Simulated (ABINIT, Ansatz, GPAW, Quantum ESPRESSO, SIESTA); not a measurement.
One structure in several programs: Mo₃Si (Pm-3n, 8 atoms in the cell)

Self-consistent single point.

```
Mo3Si
1.0
    4.93890     0.00000     0.00000
    0.00000     4.93890     0.00000
    0.00000     0.00000     4.93890
Si Mo
2 6
Direct
  0.50000   0.50000   0.50000
  0.00000   0.00000   0.00000
  0.25000   0.00000   0.50000
  0.50000   0.25000   0.00000
  0.50000   0.75000   0.00000
  0.75000   0.00000   0.50000
  0.00000   0.50000   0.75000
  0.00000   0.50000   0.25000
```

All programs got the same cell, k-point mesh and kind of occupations (in Ansatz's words: kpoints.mp_grid.grid = 5 5 5; scf.occupations.method = gaussian; scf.occupations.width = 0.0147 Ry); potentials, basis and cutoffs are each program's usual ones.

| code | model | pressure (GPa) | k-points | cutoff |
|---|---|---|---|---|
| Quantum ESPRESSO | PBE, GBRV 1.5 ultrasoft (PBE) pseudopotentials | -5.64 | 10 | 40 Ry |
| GPAW | PBE, GPAW PAW datasets PBE (gpaw-data 1.0.1) | -5.24 | 10 | 600 eV |
| Ansatz | PBE, default PAW files | -5.23 | 10 | 30.9 Ry |
| SIESTA | GGA PBE, numerical atomic orbitals TZP, PseudoDojo PBE standard norm-conserving potentials (rewritten from UPF to PSML) | -4.27 | 63 | grid 300 Ry |
| ABINIT | PBE, norm-conserving pseudopotentials (PseudoDojo nc-sr-05 PBE standard) | -5.00 | 10 | 1088 eV |

The spread over the programs that give each value: pressure within 1.37 GPa.

The starting cell has typed, rounded lattice constants, without a prior relaxation at this level. Its lattice was rescaled by a random factor within 2.5 % of one. On Ansatz's run: Spin polarisation is off. In the base run, with a pressure of about -5 GPa the cell is away from its equilibrium volume at this level.

Q: Why do the programs differ, and what cannot be compared?

A: Differences of this kind can come from the potentials, where these differ, and from what each basis and cutoff leave unconverged. The zero of total energies and Fermi levels follows the potentials and each program's conventions, so they are not compared here. SIESTA uses small atom-centred bases, whose incompleteness enters pressures, forces and empty levels differently from a plane-wave cutoff. Ansatz's pressure is given at a fixed set of plane waves, as the other plane-wave codes print theirs; with its correction for the finite basis it is -5.19 GPa. Ansatz's smearing width was typed in Ry to four decimals, so it matches the others to a few per cent. The programs reduce the same mesh by symmetry to different extents, which changes the work and not the result.

Left out of this page: Elk and FLEUR (not drawn, or without a comparable value).

Ansatz is an electronic-structure program.

Keys are those of Ansatz 0.2.
